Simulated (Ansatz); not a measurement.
Base system: ZrS$_{2}$ in the CdI2 type structure (space group P-3m1, No. 164; layered, stacked along the Cartesian z axis).

```xyz
3
Lattice="3.5781 0.0000 0.0000 -1.7890 3.0987 0.0000 0.0000 0.0000 5.5401" Properties=species:S:1:pos:R:3 pbc="T T T"
Zr     0.0000     0.0000     0.0000
S      0.0000     2.0658     1.4667
S      1.7890     1.0329     4.0735
```

Calculations: DFT with PBEsol-D3(BJ), PAW potentials and a 420 eV plane-wave cutoff in Ansatz (a quantum-chemistry and plane-wave program), no SOC.

One change was made to it. Results:

```tsv
quantity	base	after
c/a ratio	1.548	1.535
lattice parameter a	3.578 Å	3.553 Å
```

Name the change that was made.
A) pressure 10 GPa
B) pressure 7.5 GPa
C) pressure 3 GPa
D) pressure −1 GPa
E) pressure 1.5 GPa

E, pressure 1.5 GPa. For comparison, the lattice parameter a in the other runs: pressure −1 GPa gives 3.596 Å; pressure 7.5 GPa gives 3.466 Å; pressure 3 GPa gives 3.530 Å; pressure 10 GPa gives 3.434 Å.

A case with no gap was solved on a k-mesh chosen for an insulator, which is coarse for it. Load acts through the strain it causes; cell and atoms are relaxed under it. Stability against distortions was not tested. No other phases were tried under pressure. All final runs are without spin polarisation.
